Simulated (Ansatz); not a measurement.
System: interstitial H in corundum (charge state +1). These are PBE, PAW (plane waves to 420 eV; Ansatz, a program for electronic structure) values and carry that method's errors.

Cell of 120 host sites held at the relaxed PBE lattice; the Γ point alone; Fermi-Dirac width 0.01 eV, spin-restricted; finite-size errors left in. Energies are static. The charge state is imposed; whether it is stable for some Fermi level was not computed. Sites that were not tried may lie lower.

Barriers: single points on a 2×2×2 k-point mesh shifted by half a step along c at the bands' geometries.

Relaxed starting cell (atoms counted from 1):

```xyz
121
Lattice="9.6175 0.0000 0.0000 -4.8088 8.3290 0.0000 0.0000 0.0000 13.1251" Properties=species:S:1:pos:R:3 pbc="T T T"
Al    -0.0005    -0.0060     4.6270
Al    -2.4030     4.1575     4.6202
Al     4.8097    -0.0068     4.6244
Al     2.4030     4.1592     4.6362
Al     2.4082     1.3725     2.4406
Al    -0.0025     5.5505     2.4627
Al     7.2005     1.3761     2.4445
Al     4.8107     5.5478     2.4329
Al    -0.0024     2.7715     4.1265
Al    -2.4053     6.9348     4.1294
Al     4.8056     2.7722     4.1220
Al     2.4043     6.9370     4.1296
Al     2.4088     1.3788     6.3047
Al     0.0020     5.5464     6.3085
Al     7.2169     1.3821     6.3032
Al     4.8152     5.5471     6.2998
O      3.3342    -0.0071     3.2751
O      0.9315     4.1622     3.2807
O      8.1429    -0.0080     3.2837
O      5.7385     4.1582     3.2721
O      0.7358     1.2819     3.2605
O     -1.6710     5.4336     3.2761
O      5.5356     1.2722     3.2716
O      3.1431     5.4354     3.2824
O      1.4745     2.7687     5.4638
O     -0.9311     6.9340     5.4667
O      6.2850     2.7687     5.4597
O      3.8804     6.9350     5.4632
O     -0.7344     4.0453     5.4620
O     -3.1394     8.2112     5.4611
O      4.0758     4.0436     5.4593
O      1.6696     8.2112     5.4636
O     -0.7326     1.4970     5.4617
O     -3.1358     5.6603     5.4621
O      4.0743     1.4963     5.4587
O      1.6698     5.6607     5.4658
O     -1.6675     2.8832     3.2684
O     -4.0709     7.0516     3.2747
O      3.1299     2.8838     3.2658
O      0.7346     7.0522     3.2810
Al     2.4165     1.3814     8.9836
Al     0.0147     5.5490     8.9900
Al     7.2155     1.3769     8.9749
Al     4.8355     5.5551     8.9738
Al     0.0034     2.7673     6.8004
Al    -2.3948     6.9322     6.8068
Al     4.8196     2.7699     6.7984
Al     2.4092     6.9393     6.8016
Al     0.0077    -0.0090     8.4871
Al    -2.3969     4.1560     8.4926
Al     4.8156    -0.0069     8.4886
Al     2.4129     4.1617     8.4347
Al     0.0042     2.7063    10.6414
Al    -2.3931     6.9402    10.6796
Al     4.8452     2.7602    10.6760
Al     2.4130     6.9523    10.6786
O      0.9387     1.3848     7.6546
O     -1.4610     5.5414     7.6616
O      5.7481     1.3846     7.6495
O      3.3491     5.5498     7.6381
O      3.1480     2.6554     7.6421
O      0.7437     6.8201     7.6522
O      7.9612     2.6595     7.6573
O      5.5569     6.8219     7.6515
O      1.4795     0.0025     9.8451
O     -0.8768     4.1571     9.8877
O      6.2869    -0.0014     9.8362
O      3.9192     4.1499     9.8037
O     -0.7375     1.2488     9.8294
O     -3.1162     5.4309     9.8392
O      4.0821     1.2736     9.8341
O      1.6970     5.4392     9.8242
O      1.6791     2.8957     9.8403
O     -0.7251     7.0484     9.8405
O      6.5104     2.8842     9.8435
O      4.0862     7.0437     9.8361
O      3.1465     0.1066     7.6508
O      0.7402     4.2703     7.6457
O      7.9560     0.1076     7.6465
O      5.5578     4.2721     7.6451
Al    -0.1182     2.6923     0.3109
Al    -2.4286     6.9560     0.2452
Al     4.8038     2.7864     0.2413
Al     2.4130     6.9427     0.2421
Al     0.0048    -0.0193    11.1744
Al    -2.3859     4.1679    11.1834
Al     4.8079    -0.0029    11.1660
Al     2.5210     4.1954    11.0473
Al     2.4082     1.3902    12.8560
Al    -0.0345     5.6434    12.9295
Al     7.1771     1.3671    12.8717
Al     4.8147     5.5494    12.8746
Al    -0.0040    -0.0232     1.9590
Al    -2.4140     4.1636     1.9410
Al     4.8007     0.0069     1.9436
Al     2.4130     4.1811     1.9816
O     -1.4404     2.7782    12.0408
O     -3.8684     6.9412    12.0306
O      3.3312     2.7946    12.0083
O      0.9339     6.9485    12.0291
O      0.8768     4.1378    12.0962
O     -1.6674     8.2181    12.0252
O      5.5558     4.0488    12.0233
O      3.1432     8.2178    12.0251
O      3.8542     1.4020     1.0837
O      1.4698     5.5620     1.0983
O      8.6492     1.3382     1.1111
O      6.2788     5.5548     1.0888
O      1.6293     2.7323     1.0228
O     -0.7563     6.8381     1.1009
O      6.4770     2.6586     1.0798
O      4.0722     6.8220     1.0888
O      1.6536     0.1402     1.0839
O     -0.7384     4.2732     1.0778
O      6.4575     0.1066     1.0838
O      4.0634     4.2777     1.0878
O      0.7240     1.5264    12.0248
O     -1.6535     5.6668    12.0325
O      5.5375     1.5018    12.0187
O      3.1604     5.6672    12.0079
H      1.4614     3.8583    12.8679
```
Cell charge +1.

End state 1 differs by these moves (Å; atoms that move under 0.08 Å are left out):

```tsv
atom	element	Δx	Δy	Δz
53	Al	-0.01	-0.08	-0.03
81	Al	0.06	0.05	-0.03
101	O	-0.13	0.07	-0.14
121	H	-1.25	0.72	-1.69
```

Task: Predict the forward and backward barriers to end state 1 from PBE, PAW.

Result: forward 1.38 eV, backward 1.38 eV; at the saddle point atom 121 has neighbours 2 Al at 1.85; O at 0.96, 2 O at 1.93 Å. The check of the saddle point's order was inconclusive, and it lies on a symmetry element of the cell, where a band can be held.
